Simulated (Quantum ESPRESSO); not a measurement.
Quantum ESPRESSO run on AlN (F-43m, 2 atoms in the cell): self-consistent single point.

Method: PBE, PseudoDojo standard norm-conserving (PBE) pseudopotentials (plane waves; Quantum ESPRESSO 7.5).

```
AlN
1.0
    0.00000     2.19000     2.19000
    2.19000     0.00000     2.19000
    2.19000     2.19000     0.00000
Al N
1 1
Direct
  0.00000   0.00000   0.00000
  0.25000   0.25000   0.25000
```

Reference input (self-consistent single point, DFT, PBE, plane waves, PseudoDojo standard norm-conserving (PBE) pseudopotentials): ecutwfc = 85 Ry; occupations = smearing; smearing = fd; degauss = 0.000734986 Ry; potentials = {Al: Al.upf, N: N.upf}; K_POINTS = automatic 10 10 10 0 0 0; conv_thr = 1e-09 Ry; mixing_beta = 0.3. This run's input differs from it in these lines:

```diff
@@ -29,3 +29,3 @@
 K_POINTS automatic
-10 10 10  0 0 0
+5 5 5  0 0 0
 CELL_PARAMETERS angstrom
```

Output (repeated stretches shortened):

```
     Self-consistent Calculation

     iteration #  1     ecut=    85.00 Ry     beta= 0.30

---- Real-time Memory Report at c_bands before calling an iterative solver
            49 MiB given to the printing process from OS
            17 MiB allocation reported by mallinfo(arena+hblkhd)
------------------

     total energy              =     -25.51789311 Ry
     estimated scf accuracy    <       0.60001187 Ry

     iteration #  2     ecut=    85.00 Ry     beta= 0.30

---- Real-time Memory Report at c_bands before calling an iterative solver
            59 MiB given to the printing process from OS
   [... lines left out ...]

---- Real-time Memory Report at c_bands before calling an iterative solver
            62 MiB given to the printing process from OS
            26 MiB allocation reported by mallinfo(arena+hblkhd)
------------------

     total energy              =     -25.58484852 Ry
     estimated scf accuracy    <          1.2E-09 Ry

     iteration # 11     ecut=    85.00 Ry     beta= 0.30

---- Real-time Memory Report at c_bands before calling an iterative solver
            62 MiB given to the printing process from OS
            26 MiB allocation reported by mallinfo(arena+hblkhd)
------------------
     End of self-consistent calculation

     the Fermi energy is     8.9312 ev

!    total energy              =     -25.58484852 Ry
     estimated scf accuracy    <          1.4E-12 Ry
     smearing contrib. (-TS)   =       0.00000000 Ry
     internal energy E=F+TS    =     -25.58484852 Ry

     convergence has been achieved in  11 iterations

     Forces acting on atoms (cartesian axes, Ry/au):

     atom    1 type  1   force =     0.00000000    0.00000000    0.00000000
     atom    2 type  2   force =     0.00000000    0.00000000   -0.00000000

     Total force =     0.000000     Total SCF correction =     0.000000

          total   stress  (Ry/bohr**3)                   (kbar)     P=       27.86
   0.00018938  -0.00000000   0.00000000           27.86       -0.00        0.00
   0.00000000   0.00018938   0.00000000            0.00       27.86        0.00
   0.00000000   0.00000000   0.00018938            0.00        0.00       27.86

   JOB DONE.
```

The run converged in 11 iterations. Against the reference run the free energy rises by 3.8 meV/atom, the pressure stays at 2.79 GPa and the gap on the mesh goes from 3.320 to 3.890 eV.

The starting cell has typed, rounded lattice constants, without a prior relaxation at this level. Another mesh or the band path of this cell gives a smaller gap, so this value is not converged in the mesh.
